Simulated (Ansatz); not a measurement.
# WSi2 with two functionals

Start from WSi2 (space group I4/mmm, No. 139; a = 3.229 Å, c = 7.867 Å).

(Cell as relaxed with PBE.)

Levels (all Ansatz, a quantum-chemistry and plane-wave program, PAW): PBE (420 eV, without spin-orbit coupling); PBEsol (420 eV, without spin-orbit coupling).

Each level relaxes its own structure.

| quantity | PBE | PBEsol |
|---|---|---|
| volume per atom | 13.67 Å³ | 13.36 Å³ |
| lattice parameter a | 322.9 pm | 320.3 pm |
| lattice parameter c | 786.7 pm | 781.6 pm |
| band gap | zero | zero |

PBE's volume per atom lies 0.31 Å³ above PBEsol's (2.3 %); PBE's lattice parameter a lies 2.66 pm above PBEsol's (0.8 %); PBE's lattice parameter c lies 5.15 pm above PBEsol's (0.7 %); the two agree on the band gap. Neither level is exact; PBEsol is the comparison here, not a measurement.

Whether these cells are dynamically stable was not tested. The final runs are not spin-polarised.
